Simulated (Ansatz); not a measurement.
The parent structure is Zn2SnO4 (space group Imma, No. 74; a cell from a computed database, its experimental status unchecked).

```yaml
crystal:
  lattice:
    - [-2.99632, 3.12125, 4.33582]
    - [2.99632, -3.12125, 4.33582]
    - [2.99632, 3.12125, -4.33582]
  atoms:
    - { symbol: Zn, position: [0.89187, 0.14187, 0.75000] }
    - { symbol: Zn, position: [0.10813, 0.85813, 0.25000] }
    - { symbol: Zn, position: [0.50000, 0.50000, 0.50000] }
    - { symbol: Zn, position: [0.50000, 0.00000, 0.00000] }
    - { symbol: Sn, position: [0.00000, 0.50000, 0.50000] }
    - { symbol: Sn, position: [0.50000, 0.50000, 0.00000] }
    - { symbol: O, position: [0.25291, 0.73566, 0.51725] }
    - { symbol: O, position: [0.74709, 0.26434, 0.48275] }
    - { symbol: O, position: [0.71840, 0.73566, 0.98275] }
    - { symbol: O, position: [0.28160, 0.26434, 0.01725] }
    - { symbol: O, position: [0.25098, 0.26614, 0.51517] }
    - { symbol: O, position: [0.74902, 0.73386, 0.48483] }
    - { symbol: O, position: [0.25098, 0.73581, 0.98483] }
    - { symbol: O, position: [0.74902, 0.26419, 0.01517] }
```

Cartesian axes are those of the cell as printed.

Level of theory: PBEsol (Ansatz, a first-principles code; PAW; 420 eV plane waves; spin-orbit coupling left out).

For the base:

```
Quantity                         Value
-----------------------------  -------
Width of the top valence band  0.71 eV
Band gap                       0.92 eV
```

One thing is altered: tensile biaxial strain of 0.76 % in the plane normal to [001], as in epitaxy on a mismatched substrate; the out-of-plane cell vector and the atoms relax.

What does the calculation give for the energy relative to the base after the change?

The energy increases by 0.8 meV/atom.

What happens to the in-plane stress?

The mean in-plane stress (compression positive) comes out as -1.4 GPa.

How does this affect the width of the top valence band?

The width of the top valence band drops by 0.06 eV to 0.65 eV.

How does this affect the band gap?

The band gap stays 0.92 eV.

Whether these cells are dynamically stable was not tested.
